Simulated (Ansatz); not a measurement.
A self-consistent single point of CuSe₂ (P1, 6 atoms in the cell) with Ansatz (a program for electronic structure).

Computed with PBEsol, harder PAW files (source: ansatz) made with PBE (plane waves; Ansatz).

```
CuSe2
1.0
    5.02627     0.00000     0.00000
    0.00000     6.16427     0.00000
    0.00000     0.00000     3.78077
Cu Se
2 4
Cartesian
  0.06119   0.03293   0.02372
  2.53747   3.10861   1.89170
  0.94864   2.38483   0.06882
  4.07527   3.83654  -0.08171
  3.38062   0.62868   1.84955
  1.56248   5.41908   1.91908
```

Reference input (self-consistent single point, DFT, PBEsol, plane waves, harder PAW files (source: ansatz) made with PBE): basis.ecutwfc = 700 eV; kpoints.mp_grid.grid = 5 4 6; hamiltonian.xc = pbesol; hamiltonian.pseudopotentials = {kind: paw, source: ansatz}; scf.occupations.method = cold; scf.occupations.width = 0.2 eV. This run's input differs from it in these lines:

Ansatz 0.2 input:
```diff
@@ -13,3 +13,3 @@
 basis:
-  ecutwfc: 700.0
+  ecutwfc: 350.0
 kpoints:
```

The program printed (abridged):

```
SCF iter   1: F=—  HF=-34850.853192 eV  |F-HF|=—  |Δ(HF+E_count)|=         —  Δρ=6.30e-2  dr2=3.99e0  ethr=3.10e-3  ⟨swp⟩=5.0  Hψ=12098  notcnv=0  defer=3
all-band conjugate gradients solve this SCF's bands
preconditioner: auto → Kerker (q_TF=auto, 2.666 Å⁻¹)
SCF iter   2: F=—  HF=-34848.395133 eV  |F-HF|=—  |Δ(HF+E_count)|=    2.46e0  S|Δr|=    0.00e0  Δρ=3.80e-2  dr2=2.39e0  ethr=3.10e-3  ⟨swp⟩=2.0  Hψ=7997  notcnv=0  defer=311
   [... lines left out ...]
SCF iter   8: F=—  HF=-34847.637206 eV  |F-HF|=—  |Δ(HF+E_count)|=   2.74e-5  S|Δr|=    0.00e0  Δρ=5.00e-5  dr2=5.16e-6  ethr=1.75e-7  ⟨swp⟩=2.0  Hψ=4321  notcnv=0  defer=297
SCF iter   9: F=—  HF=-34847.637358 eV  |F-HF|=—  |Δ(HF+E_count)|=   1.52e-4  S|Δr|=    0.00e0  Δρ=1.89e-5  dr2=6.78e-7  ethr=5.06e-9  ⟨swp⟩=2.0  Hψ=4982  notcnv=0  defer=297
SCF iter  10: F=-34847.637358 eV  HF=-34847.637358 eV  |F-HF|=7.80e-8  |Δ(HF+E_count)|=   5.83e-8  S|Δr|=    0.00e0  Δρ=6.54e-6  dr2=8.71e-8  ethr=9.80e-11  ⟨swp⟩=9.4  Hψ=15775  notcnv=0
SCF 1 converged in 10 iterations: F = -34847.637358 eV  dr2 = 8.71e-8
Stability not checked (fill_not_monotonic)
Free energy (F): -34847.637358 eV
Internal energy: -34847.637228 eV  (E = F + TS)
E sigma→0 (E₀):  -34847.637315 eV
Entropy (-TS):   -0.000130 eV (-0.022 meV/atom)
Fermi energy:    11.192390 eV
--- Forces (eV/Å), atoms counted from 1 ---
  atom   1  Cu    -0.21555005    -0.10531872    -0.03427764
  atom   2  Cu    -0.07481192    -0.15961751    -0.08179564
  atom   3  Se    -0.17469581     0.02186765    -0.17219573
  atom   4  Se     0.24706160    -0.33994095     0.26103691
  atom   5  Se     0.83826718     0.82590211     0.03738697
  atom   6  Se    -0.62026727    -0.24288891    -0.01014881
--- Stress (GPa, compression-positive) ---
       -1.366113       1.183086      -0.076696
        1.183087      -2.245112       0.448256
       -0.076696       0.448255      -1.870558
  P = ⅓ Tr σ = -1.8273 GPa (-18.273 kbar)
  The stress holds the Pulay correction. Without it, at fixed plane waves, as pw.x and ABINIT print it: P = -217.2959 GPa
```

The run converged in 10 iterations. Against the reference run the free energy goes up by 4.55 eV/atom, the pressure goes from -1.94 to -1.83 GPa and the largest force goes from 1.305 to 1.177 eV/Å.

The starting cell comes from a database of computed structures (which also holds hypothetical and non-ambient phases and stackings), without a prior relaxation at this level. Its atoms were displaced at random from the sites of space group no. 58. Spin polarisation is off. Forces in this geometry exceed 1 eV/Å. Ansatz's pressure includes its estimate of the finite-basis (Pulay) stress. Without the estimate this run gives -217.30 GPa. The cutoff lies below the one recommended for these files. The run gives no clean gap (levels at the Fermi energy touch, overlap or are partly filled at this smearing), which alone does not show that the compound is a metal.
